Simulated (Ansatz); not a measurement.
An Ansatz (a quantum-chemistry and plane-wave program) input (r2SCAN (Ansatz; PAW; 500 eV plane waves; spin-orbit coupling left out), earlier PAW set):

Ansatz 0.2 input:
```yaml
crystal:
  lattice:
    - [0, 2.5616273938, 2.503478452]
    - [2.5616273938, 0, 2.503478452]
    - [2.5616273938, 2.5616273938, 0]
  atoms:
    - { symbol: Ge, position: [0, 0, 0] }
    - { symbol: W, position: [0.5, 0.5, 0.5] }
basis: { ecutwfc: 500, ecutrho_ratio: 4, xc_grid: 4, fft_grid_basis: typed }
kpoints: { mp_grid: { grid: [19, 19, 19] } }
hamiltonian:
  xc: r2scan
  dispersion: none
  pseudopotentials: { azcp: { folder: ./paw }, kind: paw }
scf: { occupations: { method: fermi_dirac, width: 0.1 }, convergence: { dr2_threshold: 0.0000000002 } }
relax: { f_tol: 0.005, max_steps: 50 }
output: { forces: true, stress: true }
checkpoint: { write: state.ck, write_every: 1000 }
```

Which symmetry and how many k-points will the program report, and about how many plane waves at Γ?

Space group I4/mmm (ITA 139) with 16 operations, k-points 550 of 6859, and 869 plane waves at Γ.

And the final pressure?

4.72 GPa (compression positive).

The cells carry an imposed strain or load. No phonon test of stability was made. The final runs are not spin-polarised. The cell was made from WGe in the rock salt structure (space group Fm-3m, No. 225; a hypothetical phase, not in the database extracts checked) by this change: uniaxial strain ε_zz = −2.27 %. WGe has a high density of states at the Fermi level and may be magnetic at this level.
